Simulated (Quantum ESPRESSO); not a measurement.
Input and output of a self-consistent single point for WC (P3m1, 2 atoms in the cell) (Quantum ESPRESSO).

Method: LDA (PZ), PSlibrary ultrasoft (LDA) pseudopotentials (plane waves; Quantum ESPRESSO).

```xyz
2
Lattice="2.9245 0.0000 0.0000 -1.4623 2.5327 0.0000 0.0000 0.0000 2.8542" Properties=species:S:1:pos:R:3 pbc="T T T"
W      0.0000     0.0000     0.0500
C      0.0000     1.6885     1.4271
```

Reference input (self-consistent single point, DFT, LDA (PZ), plane waves, PSlibrary ultrasoft (LDA) pseudopotentials): ecutwfc = 55 Ry; ecutrho = 495 Ry; occupations = smearing; smearing = gaussian; degauss = 0.0073499 Ry; potentials = {W: W.pz-spn-rrkjus_psl.1.0.0.UPF, C: C.pz-n-rrkjus_psl.1.0.0.UPF}; K_POINTS = automatic 8 8 7 0 0 0; conv_thr = 1e-11 Ry; mixing_beta = 0.3. This run's input differs from it in these lines:

```diff
@@ -18,3 +18,3 @@
     smearing = 'gaussian',
-    degauss = 0.0073499,
+    degauss = 0.0036749,
 /
@@ -31,3 +31,3 @@
 K_POINTS automatic
-8 8 7  0 0 0
+17 17 15  0 0 0
```

Log, with long lists cut:

```
     Self-consistent Calculation

     iteration #  1     ecut=    55.00 Ry     beta= 0.30

     total energy              =    -170.36074667 Ry
     estimated scf accuracy    <       0.45864127 Ry

     iteration #  2     ecut=    55.00 Ry     beta= 0.30

     total energy              =    -170.44815816 Ry
     estimated scf accuracy    <       0.00664995 Ry

     iteration #  3     ecut=    55.00 Ry     beta= 0.30

     total energy              =    -170.44861999 Ry
     estimated scf accuracy    <       0.00324504 Ry

   [... 8 blocks of this kind left out ...]

     iteration # 12     ecut=    55.00 Ry     beta= 0.30

     total energy              =    -170.44869032 Ry
     estimated scf accuracy    <          4.9E-11 Ry

     iteration # 13     ecut=    55.00 Ry     beta= 0.30
     End of self-consistent calculation

     Number of k-points >= 100: set verbosity='high' to print the bands.

     the Fermi energy is    19.7787 ev

!    total energy              =    -170.44869032 Ry
     estimated scf accuracy    <          2.7E-12 Ry
     smearing contrib. (-TS)   =      -0.00001968 Ry
     internal energy E=F+TS    =    -170.44867064 Ry

     convergence has been achieved in  13 iterations

     Forces acting on atoms (cartesian axes, Ry/au):

     atom    1 type  1   force =     0.00000000    0.00000000   -0.02361605
     atom    2 type  2   force =     0.00000000    0.00000000    0.02361605

     Total force =     0.033398     Total SCF correction =     0.000000

          total   stress  (Ry/bohr**3)                   (kbar)     P=     -180.28
  -0.00115622   0.00000000   0.00000000         -170.09        0.00        0.00
   0.00000000  -0.00115622  -0.00000000            0.00     -170.09       -0.00
   0.00000000  -0.00000000  -0.00136418            0.00       -0.00     -200.68

   JOB DONE.
```

The run converged in 13 iterations. Against the reference run the free energy goes up by 1.8 meV/atom, the pressure stays near -18.03 GPa while the zz stress (positive for compression) goes from -20.54 to -20.07 GPa and the largest force hardly changes (0.616 to 0.607 eV/Å).

The starting cell has typed, rounded lattice constants, without a prior relaxation at this level. Its lattice was rescaled by up to half a per cent. One atom was moved a little off its site on purpose. Spin polarisation is off. With a pressure of about -18 GPa the cell is away from its equilibrium volume at this level.

Cost on one core of a shared machine: roughly 2 min.
